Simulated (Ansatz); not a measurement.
An Ansatz (a quantum-chemistry and plane-wave program) run: Tl with a change (biaxial strain +3.00 %, plane normal [001], relaxed out of plane); PBEsol (Ansatz), no spin-orbit coupling.

Input:

Ansatz 0.2 input:
```yaml
crystal:
  lattice:
    - [3.5803422513, 0, 0]
    - [1.7901711256, 3.1006673439, 0]
    - [0, 0, 5.3894412038]
  atoms:
    - { symbol: Tl, position: [0.6666666667, 0.6666666667, 0.75] }
    - { symbol: Tl, position: [0.3333333333, 0.3333333333, 0.25] }
basis: { ecutwfc: 420, ecutrho_ratio: 4, xc_grid: 2, fft_grid_basis: typed }
kpoints: { mp_grid: { grid: [19, 19, 11] } }
hamiltonian:
  xc: pbesol
  dispersion: none
  pseudopotentials: { kind: paw }
scf: { occupations: { method: fermi_dirac, width: 0.1 } }
relax: { f_tol: 0.005, max_steps: 50, cell: { stress_tol: 0.01, fix: [a, b, gamma] } }
output: { forces: true, stress: true }
checkpoint: { write: state.ck, write_every: 1000 }
```

Output (explanatory and most iteration lines left out):

```
Relaxation: its limit of steps is 50 (relax.max_steps)
Pseudopotential: Tl, paw, valence charge 13
Crystal: 2 atoms, lattice volume = 59.831 Å³
Basis set: ecut = 420 eV, 1141 PW (Γ), exchange–correlation on 48×48×80 points (8 copies of the dense FFT grid, shifted against one another)
Bands: 17, of which v1, the nominal top of the filled ones, is band 13 counted from 1 (12 counted from 0)
Symmetry: 24 space group operations
Space group: P63/mmc (ITA 194), of the structure as read, at distance tolerance 3.9e-5 Å
k-points: 240 of 3971
Functional: x = pbesol(κ = 0.804, μ = 0.12345679012345678), c = pbesol(β = 0.046)
SCF iter   1: F=—  HF=-22591.355928 eV  |F-HF|=—  |Δ(HF+E_count)|=         —  Δρ=2.60e-3  dr2=4.46e-3  ethr=1.77e-3  ⟨swp⟩=5.8  Hψ=19928  notcnv=0
SCF iter   2: F=—  HF=-22591.352609 eV  |F-HF|=—  |Δ(HF+E_count)|=   3.32e-3  Δρ=1.01e-3  dr2=8.20e-4  ethr=1.72e-5  ⟨swp⟩=2.5  Hψ=9000  notcnv=0
SCF 1 converged in 6 iterations: F = -22591.352303 eV  dr2 = 1.37e-8
relax step   1: F+E_penalty+E_count = -22591.35230264 eV  Δ(F+E_penalty+E_count) = +0.000e0 eV  max|allowed force component| = 1.388e-17 eV/Å  Δτ_max = 0.0000 Å  P = -1.232 GPa  Ω = 59.831 Å³  fix = [a, b, gamma]  reactions: a -1.545, b -1.545 GPa  (6 SCF iters, dr2 threshold 1.00e-7 eV, accepted)
[... steps on the carried basis left out ...]
relax step   3: F+E_penalty+E_count = -22591.35359237 eV  Δ(F+E_penalty+E_count) = -2.021e-4 eV  max|allowed force component| = 4.163e-17 eV/Å  Δτ_max = 0.0000 Å  P = -0.870 GPa  Ω = 59.225 Å³  energy of the carried Pulay correction = +1.468e-4 eV  fix = [a, b, gamma]  reactions: a -1.308, b -1.308 GPa  (4 SCF iters, dr2 threshold 1.22e-7 eV, accepted)
Crystal: 2 atoms, lattice volume = 59.225 Å³
Basis set: ecut = 420 eV, 1139 PW (Γ), exchange–correlation on 48×48×72 points (8 copies of the dense FFT grid, shifted against one another)
SCF iter   1: F=—  HF=-22591.353444 eV  |F-HF|=—  |Δ(HF+E_count)|=         —  Δρ=1.92e-5  dr2=4.43e-8  ethr=2.09e-8  ⟨swp⟩=3.0  Hψ=31954  notcnv=0
SCF iter   2: F=—  HF=-22591.353446 eV  |F-HF|=—  |Δ(HF+E_count)|=   2.00e-6  Δρ=9.86e-6  dr2=1.04e-8  ethr=1.70e-10  ⟨swp⟩=2.5  Hψ=7254  notcnv=0
SCF 4 converged in 6 iterations: F = -22591.353446 eV  dr2 = 8.33e-14
SCF converged after 6 iterations
Free energy (F): -22591.353446 eV
Internal energy: -22591.325300 eV  (E = F + TS)
E sigma→0 (E₀):  -22591.339373 eV
Entropy (-TS):   -0.028146 eV (-14.073 meV/atom)
Fermi energy:    9.717513 eV
--- Forces (eV/Å), atoms counted from 1 ---
  atom   1  Tl     0.00000000     0.00000000     0.00000000
  atom   2  Tl    -0.00000000    -0.00000000    -0.00000000
--- Stress (GPa, compression-positive) ---
       -1.307664       0.000000       0.000000
        0.000000      -1.307664       0.000000
        0.000000       0.000000       0.004317
  P = ⅓ Tr σ = -0.8703 GPa (-8.703 kbar)
--- Relaxed structure (3 steps of the walk, 3 accepted, 1 SCFs on fresh bases) ---
  cell:  # Å, volume = 59.2253 Å³
    - [3.580342251318147, 2.886746327958342e-11, 0.0]
    - [1.7901711256340733, 3.100667343898718, 0.0]
    - [0.0, 0.0, 5.334919056705636]
  atoms:
    - { symbol: Tl, position: [0.6666666666666666, 0.6666666666666665, 0.7499999999999999] }
    - { symbol: Tl, position: [0.3333333333333333, 0.33333333333333326, 0.25] }
```

Whether these cells are dynamically stable was not tested. The cell was made from Tl in the hcp (Mg type) structure (space group P6_3/mmc, No. 194) by this change: biaxial strain +3.00 %, plane normal [001], relaxed out of plane.
